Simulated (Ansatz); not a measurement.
The parent structure is Ti in the hcp (Mg type) structure (space group P6_3/mmc, No. 194; a = 2.864 Å, c = 4.537 Å; relaxed with 0.1 eV smearing). Axes: x lies along a and z along c of the hexagonal cell.

Calculations: Ansatz (a quantum-chemistry and plane-wave program) LDA, without spin-orbit coupling.

For the base:

The pressure comes out as 0.0 GPa. The shortest interatomic distance is 2.807 Å.

Modification: the cell is stretched by 1.50 % along x with no lateral relaxation, atoms relaxed at fixed cell.

### Question
Predict the new largest internal atomic displacement, pressure, shortest interatomic distance and energy relative to the base.

### Answer
The largest internal atomic displacement is 0.018 Å; the pressure (mean of the normal stresses, compression positive) goes from zero to -1.8 GPa; the shortest interatomic distance hardly moves (2.807 Å against 2.808 Å); the energy goes up by 1.9 meV/atom.

The cells carry an imposed strain or load. Whether these cells are dynamically stable was not tested. The final runs are not spin-polarised.
